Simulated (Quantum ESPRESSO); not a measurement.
The steps of a band-structure calculation for Mg₁₅Si (P-6m2, 16 atoms in the cell) with Quantum ESPRESSO.

Method of the run: PBEsol, GBRV 1.5 ultrasoft (PBESOL) pseudopotentials (plane waves; Quantum ESPRESSO).

Step 1 (scf):

```fortran
&CONTROL
 calculation = 'scf'
 prefix = 'mg15si'
 outdir = './tmp'
 pseudo_dir = './'
 tprnfor = .true.
 tstress = .true.
/
&SYSTEM
 ibrav = 4
 A = 6.3175999475
 C = 10.2341800000
 nat = 16
 ntyp = 2
 ecutwfc = 40
 ecutrho = 200
 occupations = 'smearing'
 smearing = 'marzari-vanderbilt'
 degauss = 0.0099958
/
&ELECTRONS
 conv_thr = 1.0d-10
 mixing_beta = 0.5
/
ATOMIC_SPECIES
Mg    24.3050  mg_pbesol_v1.4.uspp.F.UPF
Si    28.0850  si_pbesol_v1.uspp.F.UPF
ATOMIC_POSITIONS {alat}
Mg    0.5000000000    0.2886751346    0.8099737309
Mg    0.0000000000    0.2858865328    0.0000000000
Mg   -0.2524150000    0.7230821374    0.0000000000
Mg    0.2524150000    0.7230821374    0.0000000000
Mg    0.0000000000    0.2895758010    0.8099737309
Mg   -0.2492200000    0.7212375033    0.8099737309
Mg    0.2492200000    0.7212375033    0.8099737309
Mg    0.7470725000    0.4313225090    0.3962229497
Mg    0.5000000000    0.0033803858    1.2237245122
Mg    0.2529275000    0.4313225090    0.3962229497
Mg    0.7470725000    0.4313225090    1.2237245122
Mg    0.5000000000    0.0033803858    0.3962229497
Mg    0.2529275000    0.4313225090    1.2237245122
Mg    0.0000000000    0.0000000000    0.4058778366
Mg    0.0000000000    0.0000000000    1.2140696253
Si    0.5000000000    0.2886751346    0.0000000000
K_POINTS {automatic}
3 3 2  0 0 0
```

Step 2 (bands):

```fortran
&CONTROL
 calculation = 'bands'
 prefix = 'mg15si'
 outdir = './tmp'
 pseudo_dir = './'
 verbosity = 'high'
/
&SYSTEM
 ibrav = 4
 A = 6.3175999475
 C = 10.2341800000
 nat = 16
 ntyp = 2
 ecutwfc = 40
 ecutrho = 200
 occupations = 'smearing'
 smearing = 'marzari-vanderbilt'
 degauss = 0.0099958
 nbnd = 91
/
&ELECTRONS
 conv_thr = 1.0d-10
 startingwfc = 'random'
 diago_thr_init = 1.0d-6
 diagonalization = 'cg'
/
ATOMIC_SPECIES
Mg    24.3050  mg_pbesol_v1.4.uspp.F.UPF
Si    28.0850  si_pbesol_v1.uspp.F.UPF
ATOMIC_POSITIONS {alat}
Mg    0.5000000000    0.2886751346    0.8099737309
Mg    0.0000000000    0.2858865328    0.0000000000
Mg   -0.2524150000    0.7230821374    0.0000000000
Mg    0.2524150000    0.7230821374    0.0000000000
Mg    0.0000000000    0.2895758010    0.8099737309
Mg   -0.2492200000    0.7212375033    0.8099737309
Mg    0.2492200000    0.7212375033    0.8099737309
Mg    0.7470725000    0.4313225090    0.3962229497
Mg    0.5000000000    0.0033803858    1.2237245122
Mg    0.2529275000    0.4313225090    0.3962229497
Mg    0.7470725000    0.4313225090    1.2237245122
Mg    0.5000000000    0.0033803858    0.3962229497
Mg    0.2529275000    0.4313225090    1.2237245122
Mg    0.0000000000    0.0000000000    0.4058778366
Mg    0.0000000000    0.0000000000    1.2140696253
Si    0.5000000000    0.2886751346    0.0000000000
K_POINTS {crystal_b}
12
  0.00000000   0.00000000   0.00000000   6  ! G
  0.50000000   0.00000000   0.00000000   3  ! M
  0.33333333   0.33333333   0.00000000   7  ! K
  0.00000000   0.00000000   0.00000000   3  ! G
  0.00000000   0.00000000   0.50000000   6  ! A
  0.50000000   0.00000000   0.50000000   3  ! L
  0.33333333   0.33333333   0.50000000   7  ! H
  0.00000000   0.00000000   0.50000000   1  ! A
  0.50000000   0.00000000   0.50000000   3  ! L
  0.50000000   0.00000000   0.00000000   1  ! M
  0.33333333   0.33333333   0.00000000   3  ! K
  0.33333333   0.33333333   0.50000000   1  ! H
```

Step 3 (bands.x):

```fortran
&BANDS
 prefix = 'mg15si'
 outdir = './tmp'
 filband = 'bands.dat'
 lsym = .false.
/
```

Output of bands (abridged):

```
     Atomic positions and unit cell read from directory:
     ./tmp/mg15si.save/
     G-vector sticks info
     --------------------
     sticks:   dense  smooth     PW     G-vecs:    dense   smooth      PW
     Sum        1957    1573    439               114039    81425   12203

     bravais-lattice index     =            4
     lattice parameter (alat)  =      11.9385  a.u.
     unit-cell volume          =    2387.1765 (a.u.)^3
   [... lines left out ...]
   -36.8884 -36.8883 -36.8883 -36.8883  -2.4371  -0.7230  -0.0779   1.6534
     2.8614   2.8614   3.4417   3.4899   3.5027   3.5027   4.0037   4.1388
     4.1388   4.2839   4.5222   4.5355   4.5354   4.7319   5.2168   5.2168
     5.2182   5.2220   5.2220   7.3150   8.3983   8.3983   8.4381   8.5841
     8.5842   8.6581   8.6586

          k = 0.0833 0.0481 0.0000 ( 10147 PWs)   bands (ev):

   -70.0770 -70.0753 -70.0752 -70.0500 -70.0272 -70.0272 -70.0255 -70.0255
   -70.0255 -70.0255 -69.9458 -69.9441 -69.9441 -69.9282 -69.9282 -37.0535
   -37.0452 -37.0440 -37.0439 -37.0418 -37.0418 -37.0286 -37.0284 -37.0270
   -37.0189 -37.0063 -37.0061 -37.0012 -36.9988 -36.9950 -36.9949 -36.9946
   -36.9944 -36.9904 -36.9890 -36.9881 -36.9881 -36.9881 -36.9881 -36.9818
   -36.9818 -36.9764 -36.9763 -36.9761 -36.9760 -36.9200 -36.9137 -36.9095
   -36.9095 -36.9095 -36.9093 -36.8978 -36.8950 -36.8946 -36.8913 -36.8899
   -36.8884 -36.8884 -36.8884 -36.8883  -2.4149  -0.6961  -0.0438   1.5295
     2.7214   2.7264   3.1832   3.4144   3.6195   3.6198   4.0280   4.0972
     4.1292   4.2462   4.2863   4.3856   4.4136   4.9415   5.3688   5.3721
     5.4301   5.6582   5.7424   7.1551   7.9519   8.0191   8.1538   8.4645
     8.6376   8.7608   8.9665

   [... 42 blocks of this kind left out ...]
```

Output of bands.x (abridged):

```
     Reading xml data from directory:

     ./tmp/mg15si.save/

     G-vector sticks info
     --------------------
     sticks:   dense  smooth     PW     G-vecs:    dense   smooth      PW
     Sum        1957    1573    439               114039    81425   12203

     Reading collected, re-writing distributed wavefunctions
     high-symmetry point:  0.0000 0.0000 0.0000   x coordinate   0.0000
     high-symmetry point:  0.5000 0.2887 0.0000   x coordinate   0.5774
     high-symmetry point:  0.3333 0.5774 0.0000   x coordinate   0.9107
     high-symmetry point:  0.0000 0.0000 0.0000   x coordinate   1.5774
     high-symmetry point:  0.0000 0.0000 0.3087   x coordinate   1.8860
     high-symmetry point:  0.5000 0.2887 0.3087   x coordinate   2.4634
     high-symmetry point:  0.3333 0.5774 0.3087   x coordinate   2.7967
     high-symmetry point:  0.0000 0.0000 0.3087   x coordinate   3.4634
     high-symmetry point:  0.5000 0.2887 0.3087   x coordinate   3.4634
     high-symmetry point:  0.5000 0.2887 0.0000   x coordinate   3.7720
     high-symmetry point:  0.3333 0.5774 0.0000   x coordinate   4.1053
     high-symmetry point:  0.3333 0.5774 0.3087   x coordinate   4.4140

     Plottable bands (eV) written to file bands.dat.gnu
     Bands written to file bands.dat

   JOB DONE.
```

The starting cell comes from a database of computed structures (which also holds hypothetical and non-ambient phases and stackings), without a prior relaxation at this level.
